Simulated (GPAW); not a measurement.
**Pressure against volume in zinc-blende BAs (space group 216) (GPAW, PBE)**

```
BAs
1.0
    0.00000     2.34750     2.34750
    2.34750     0.00000     2.34750
    2.34750     2.34750     0.00000
B As
1 1
Direct
  0.00000   0.00000   0.00000
  0.75000   0.75000   0.75000
```

Method of the run: PBE, GPAW PAW datasets PBE (gpaw-data 1.0.1) (plane waves; GPAW). Settings: mode = pw; ecut = 1040 eV; xc = PBE; kpts = 12 12 12; mesh shift (steps) = 0 0 0; occupations.name = fermi-dirac; occupations.width = 0.01 eV; nbands = -6; convergence.bands = -4; symmetry.symmorphic = false; symmetry.tolerance = 0.0005; maxiter = 100. The cell above is the first row's. The rows scale it uniformly. In all rows fractional positions and the k mesh are held.

```
V (Å^3/atom)  P (GPa)
------------  -------
12.937              ?
13.218           8.07
13.499           4.74
13.780           1.74
14.061          -0.96
14.343          -3.40
14.624          -5.59
14.905          -7.57
15.186          -9.35
```

Problem. Fit P against V with a cubic, and predict the withheld value at V = 12.937.

Solution. With u = V - 14.2, the rows have u = -0.9820, -0.7010, -0.4200, -0.1390, 0.1430, 0.4240, 0.7050, 0.9860. Least squares gives P = -2.197 - 8.6572·u + 1.6251·u² - 0.2080·u³. Residuals (row less fit): 0.002, -0.002, -0.001, 0.002, 0.002, 0.001, -0.005, 0.002; standard error 0.003 (degrees of freedom: 4). The fitted pressure is zero at V0 = 13.96, where dP/dV = -9.482, so B0 = -V0·dP/dV = 132 GPa. At the withheld row, u = -1.2630, so P = -2.197 - 8.6572 × (-1.2630) + 1.6251 × (-1.2630)² - 0.2080 × (-1.2630)³ = 11.748 GPa. The calculation gives 11.77 GPa, 0.022 GPa above the prediction (0.1 % of the range of P in the table). The row lies outside the fitted rows, so this is an extrapolation. From the scatter of the fitted rows alone, a prediction at this place has a standard error of 0.009 GPa, so the miss is 2.5 times that.

Carrying the step between the two nearest rows on in a straight line would have given 11.40, off by 0.37; series whose last step already gives the withheld value aren't shown. The scan was laid around a cell of about the measured size, scaled by a guess for this functional. The runs keep the symmetry of the cell, so they don't test it for distortions. Cutoffs and mesh are single choices, not tested for convergence of this quantity. Series with a scatter that would blur these digits, or in which a gap closes, are not shown.
